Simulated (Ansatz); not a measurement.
Start from W in the bcc (W type) structure (space group Im-3m, No. 229; a = 3.1837 Å).

Calculations: PBE (Ansatz, an electronic-structure program; PAW; 420 eV plane waves; no spin-orbit coupling), earlier PAW set.

One change was made to it. Results:

The density grows by 0.42 g/cm³ to 19.34 g/cm³; the band gap remains zero.

Task: Which change produced these results?
A. pressure 7 GPa
B. pressure 3 GPa
C. pressure 30 GPa
D. pressure 100 GPa

Result: A, pressure 7 GPa. For comparison, the density in the other runs: pressure 100 GPa gives 23.41 g/cm³; pressure 3 GPa gives 19.10 g/cm³; pressure 30 GPa gives 20.55 g/cm³.

Load acts through the strain it causes; cell and atoms are relaxed under it. No phonon test of stability was made. Competing high-pressure phases were not computed. The final runs are not spin-polarised.
